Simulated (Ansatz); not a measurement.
## Response to strain in PbSe

Start from PbSe in the rock salt structure (space group Fm-3m, No. 225; a = 6.041 Å). Axes: x, y, z lie along the cube axes.

Strains are applied to the cell and any free atomic positions relax; under biaxial strain the out-of-plane vector relaxes too.

Method: DFT with LDA, PAW potentials and a 420 eV plane-wave cutoff in Ansatz (an electronic-structure program), without spin-orbit coupling.

Notes on the quantities. energy relative to the base: free energy F; pressure: mean of the normal stresses, compression positive.

```json
[
 {"change": "base", "energy relative to the base": "0 meV/atom", "shortest interatomic distance": "3.020 Å", "pressure": "0.0 GPa"},
 {"change": "biaxial strain −2.50 %, plane normal [111], relaxed out of plane", "energy relative to the base": "+8.3 meV/atom", "shortest interatomic distance": "2.999 Å", "pressure": "1.3 GPa"},
 {"change": "biaxial strain −2.08 %, plane normal [111], relaxed out of plane", "energy relative to the base": "+5.7 meV/atom", "shortest interatomic distance": "3.003 Å", "pressure": "1.1 GPa"},
 {"change": "biaxial strain −0.83 %, plane normal [111], relaxed out of plane", "energy relative to the base": "+0.9 meV/atom", "shortest interatomic distance": "3.013 Å", "pressure": "0.4 GPa"},
 {"change": "biaxial strain −0.42 %, plane normal [111], relaxed out of plane", "energy relative to the base": "+0.2 meV/atom", "shortest interatomic distance": "3.017 Å", "pressure": "0.2 GPa"},
 {"change": "biaxial strain +0.42 %, plane normal [111], relaxed out of plane", "energy relative to the base": "+0.2 meV/atom", "shortest interatomic distance": "3.024 Å", "pressure": "-0.2 GPa"},
 {"change": "biaxial strain +0.83 %, plane normal [111], relaxed out of plane", "energy relative to the base": "+0.9 meV/atom", "shortest interatomic distance": "3.028 Å", "pressure": "-0.4 GPa"},
 {"change": "biaxial strain +1.25 %, plane normal [111], relaxed out of plane", "energy relative to the base": "+2.0 meV/atom", "shortest interatomic distance": "3.031 Å", "pressure": "-0.6 GPa"},
 {"change": "biaxial strain +1.67 %, plane normal [111], relaxed out of plane", "energy relative to the base": "+3.5 meV/atom", "shortest interatomic distance": "3.035 Å", "pressure": "-0.8 GPa"},
 {"change": "biaxial strain +2.50 %, plane normal [111], relaxed out of plane", "energy relative to the base": "+7.8 meV/atom", "shortest interatomic distance": "3.043 Å", "pressure": "-1.2 GPa"}
]
```

The mesh was chosen for an insulator and is coarse for the gapless case. Stability against distortions was not tested. All final runs are without spin polarisation.
